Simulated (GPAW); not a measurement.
Input and output of a self-consistent single point for InCu3 (P6_3/mmc, 8 atoms in the cell) (GPAW).

Computed with PBEsol, GPAW PAW datasets PBEsol (made by gpaw-setup) (plane waves; GPAW).

The change in words: lattice scaled by 0.98. Reference geometry:
```
CELL_PARAMETERS angstrom
      5.56792     0.00000     0.00000
     -2.78396     4.82196     0.00000
      0.00000     0.00000     4.42199
ATOMIC_POSITIONS crystal
  In 0.33333 0.66667 0.75000
  In 0.66667 0.33333 0.25000
  Cu 0.15638 0.31276 0.25000
  Cu 0.84362 0.68724 0.75000
  Cu 0.84362 0.15638 0.75000
  Cu 0.15638 0.84362 0.25000
  Cu 0.68724 0.84362 0.25000
  Cu 0.31276 0.15638 0.75000
```

Reference input (self-consistent single point, DFT PBEsol, plane waves, GPAW PAW datasets PBEsol (made by gpaw-setup)): mode = pw; ecut = 800 eV; xc = PBEsol; kpts = 5 5 5; mesh shift (steps) = 0 0 0; occupations.name = fermi-dirac; occupations.width = 0.05 eV; nbands = -12; convergence.density = 1e-05 e/electron; symmetry.symmorphic = false; symmetry.tolerance = 0.0005; maxiter = 120. This run's input differs from it in these lines:

```diff
@@ -5,5 +5,5 @@
 atoms = Atoms(['In', 'In', 'Cu', 'Cu', 'Cu', 'Cu', 'Cu', 'Cu'],
-              cell=[[5.567919, 0.000000, 0.000000],
-                    [-2.783959, 4.821958, 0.000000],
-                    [0.000000, 0.000000, 4.421986]],
+              cell=[[5.456561, 0.000000, 0.000000],
+                    [-2.728280, 4.725519, 0.000000],
+                    [0.000000, 0.000000, 4.333546]],
               scaled_positions=[[0.333333, 0.666667, 0.750000],
```

Output, abridged:

```
     iter     time        total  log10-change:
                         energy   eigst   dens
iter:   1 --:--:--   -38.736794
iter:   2 --:--:--   -36.005360   -1.69  -1.23
iter:   3 --:--:--   -32.865180   -0.49  -1.30
iter:   4 --:--:--   -32.324036   -1.98  -1.77
iter:   5 --:--:--   -32.529227   -1.53  -1.74
iter:   6 --:--:--   -35.358770   -0.66  -1.97
iter:   7 --:--:--   -32.985224   -1.74  -1.51
iter:   8 --:--:--   -32.141176   -1.34  -1.77
iter:   9 --:--:--   -32.138079   -3.43  -2.93
iter:  10 --:--:--   -32.137240c  -4.79  -2.97
iter:  11 --:--:--   -32.134953c  -4.84  -2.99
iter:  12 --:--:--   -32.134522c  -5.90  -3.14
iter:  13 --:--:--   -32.132828c  -5.26  -3.14
iter:  14 --:--:--   -32.129434c  -4.09  -3.22
   [... 4 lines left out ...]
iter:  19 --:--:--   -32.129375c  -6.62  -3.87
iter:  20 --:--:--   -32.129339c  -5.99  -3.96
iter:  21 --:--:--   -32.129337c  -7.26  -4.06
iter:  22 --:--:--   -32.129349c  -7.02  -4.10
iter:  23 --:--:--   -32.129340c  -7.45c -4.46
iter:  24 --:--:--   -32.129321c  -6.11  -4.48
iter:  25 --:--:--   -32.129320c  -7.66c -4.74
iter:  26 --:--:--   -32.129321c  -7.71c -5.02c
Converged after 26 iterations.

Dipole moment: (0.000000, -0.000000, -0.000000) |e|*Ang

Energy contributions relative to reference atoms: (reference = -589712.101385)

Kinetic:        -62.236609
Potential:      +49.940433
External:        +0.000000
XC:             -20.601123
Entropy (-ST):   -0.015992
Local:           +0.775975
SIC:             +0.000000
--------------------------
Free energy:    -32.137317
Extrapolated:   -32.129321

Showing only first 2 kpts
 Kpt  Band  Eigenvalues  Occupancy
  0    44      7.27482    2.00000
  0    45      7.78988    2.00000
  0    46      8.27494    1.99596
  0    47      8.27497    1.99595

  1    44      7.11808    2.00000
  1    45      7.82345    2.00000
  1    46      8.20224    1.99905
  1    47      8.20226    1.99905

Fermi level: 8.58503

No gap
   [... lines left out ...]
  2 Cu    0.00000    0.04622   -0.00000
  3 Cu   -0.00000   -0.04622   -0.00000
  4 Cu   -0.04003    0.02311   -0.00000
  5 Cu    0.04003   -0.02311   -0.00000
  6 Cu   -0.04003   -0.02311   -0.00000
  7 Cu    0.04003    0.02311    0.00000

Stress tensor:
     0.017416    -0.000000     0.000000
    -0.000000     0.017416     0.000000
     0.000000     0.000000     0.019908
Stress (GPa, Voigt): [ 2.7903  2.7903  3.1895  0.      0.     -0.    ]
```

The run converged in 26 iterations. GPAW prints stress with tension positive. Against the reference run the free energy drops by 30.3 meV/atom, the pressure goes from -9.03 to -2.92 GPa and the largest force goes from 0.055 to 0.046 eV/Å.

The starting cell comes from a database of computed structures (which also holds hypothetical and non-ambient phases and stackings), without a prior relaxation at this level. Its lattice was rescaled by a random factor within 2.5 % of one. For this run, on top of that: lattice scaled by 0.98. Spin polarisation is off.

Cost on one core of a shared machine: roughly 3 min.
